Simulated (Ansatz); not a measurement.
Take CoSn (space group P6/mmm, No. 191; non-magnetic) as the base.

```xyz
6
Lattice="5.2179 0.0000 0.0000 -2.6089 4.5188 0.0000 0.0000 0.0000 4.1725" Properties=species:S:1:pos:R:3 pbc="T T T"
Co     2.6089     0.0000     0.0000
Co     1.3045     2.2594     0.0000
Co    -1.3045     2.2594     0.0000
Sn     0.0000     0.0000     0.0000
Sn     0.0000     3.0125     2.0863
Sn     2.6089     1.5063     2.0863
```

Level of theory: PBEsol (Ansatz, a first-principles code; PAW; 420 eV plane waves; spin-orbit coupling left out).

Before the change:

- Lattice parameter a = 5.218 Å

Now apply this change: full substitution Co → As; the structure is relaxed again.

Tabulated Pauling electronegativity and covalent radius: Co 1.88, 1.26 Å; As 2.18, 1.19 Å.

Problem. How does this affect the lattice parameter a?

Solution. The lattice parameter a rises by 0.814 Å (5.218 Å → 6.032 Å).

No phonon test of stability was made. As relaxed here, SnAs is a hypothetical phase, not in the database extracts checked. Starting moments died away, wholly or in part, for the base; another magnetic solution may exist. All final runs are without spin polarisation. An odd electron count without spin: SnAs and CoSn.
